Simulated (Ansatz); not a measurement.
The cell is built on a prototype and need not be the phase stable at ambient conditions.

By r2SCAN, the system below comes out a metal.

Without scattering a metal conducts by its projected Fermi surface.

Here is the system:

```yaml
crystal:
  lattice:
    - [2.83395, 0.00000, 0.00000]
    - [-1.41698, 2.45428, 0.00000]
    - [0.00000, 0.00000, 2.54461]
  atoms:
    - { symbol: Si, position: [0.00000, 0.00000, 0.00000] }
    - { symbol: C, position: [0.66667, 0.33333, 0.50000] }
```

Space group of this cell: P-6m2. The cell was relaxed by PBE-D3(BJ); by r2SCAN its mean pressure is 2.8 GPa.

The current flows along the normal of the first two printed cell vectors. No spin-orbit coupling; the value is a mean over 0.1 eV about the Fermi level.

Give the ballistic conductance per area that Ansatz (an electronic-structure program) with r2SCAN yields.

2.0 × 10¹⁵ S/m² for both spins.
